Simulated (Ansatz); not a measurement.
Take Ti2AlC (space group P6_3/mmc, No. 194; a = 3.0374 Å, c = 13.6377 Å; a cell from a computed database, its experimental status unchecked) as the base.

The values are results of Kohn–Sham DFT with the PBEsol functional, run in Ansatz (a quantum-chemistry and plane-wave program) with PAW and 420 eV plane waves, no spin-orbit coupling, not measurements.

For the base:

| Quantity | Value |
|---|---|
| Density | 4.11 g/cm³ |
| Shortest interatomic distance | 209.0 pm |

The change: hydrostatic tension (pressure −1 GPa).

Problem. What does the calculation give for the density after the change?

Solution. The density shrinks by 0.03 g/cm³ (4.11 g/cm³ → 4.08 g/cm³).

Problem. Estimate the effect on the shortest interatomic distance.

Solution. The shortest interatomic distance rises by 0.3 pm, from 209.0 pm to 209.3 pm.

Load acts through the strain it causes; cell and atoms are relaxed under it. Stability against distortions was not tested. All final runs are without spin polarisation.
